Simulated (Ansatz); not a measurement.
**WC: response to strain**

Base system: WC (space group P-6m2, No. 187; a = 2.9225 Å, c = 2.8462 Å; relaxed with 0.1 eV smearing). Axes: x lies along a and z along c of the hexagonal cell.

Strains are applied to the cell and any free atomic positions relax.

Method: PBE (Ansatz, a first-principles code; PAW; 420 eV plane waves; no spin-orbit coupling).

Notes on the quantities. energy relative to the base: free energy F.

| uniaxial strain ε_zz (%) | energy relative to the base (meV/atom) |
|---|---|
| 0 | 0.0 |
| 0.5 | 0.8 |
| 1 | 3.0 |
| 1.5 | 6.7 |
| 2 | 11.9 |
| 2.5 | ? |
| 3 | 26.2 |

Question: Fit ΔE = Aε² + Bε³ (ε in %) to the rows shown and predict the withheld row.

Answer: Least squares on the printed values gives A = 3.08 and B = -0.055 meV/atom (largest residual 0.0 meV/atom); this predicts 18.4 meV/atom, and the run gives 18.4 meV/atom, in agreement.

No phonon test of stability was made. The final runs are not spin-polarised.
